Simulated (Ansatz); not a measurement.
System: SnS2 (P6₃mc, No. 186; cell taken from a computed entry). Method: HSE06 in Ansatz (PAW).

Numerical settings: plane-wave cutoff 460 eV, 9×9×2 k mesh (along the axes of the cell as run), Fermi–Dirac smearing 0.01 eV, scalar-relativistic PAW data made under PBE.

Cell (relaxed with PBEsol):

```
SnS2
1.0
    3.65106     0.00000     0.00000
   -1.82553     3.16191     0.00000
    0.00000     0.00000    12.15748
Sn S
2 4
Direct
  0.33333   0.66667   0.62502
  0.66667   0.33333   0.12502
  0.66667   0.33333   0.74621
  0.33333   0.66667   0.24621
  0.00000   0.00000   0.00377
  0.00000   0.00000   0.50377
```

Q: Give the computed band gap, smallest direct gap on the k points sampled and direct gap at Γ.

A: 
- band gap: 2.17 eV
- smallest direct gap on the k points sampled: 2.41 eV
- direct gap at Γ: 3.08 eV

Note: cell and atoms aren't relaxed at this level (pressure -0.3 GPa); the cell has widely spaced layers and the level no dispersion term, so their spacing and the moduli can rest on weak binding.

Spin–orbit coupling is not included.

The computed numbers hold no vibrational or temperature effects.

Ansatz is a first-principles code.
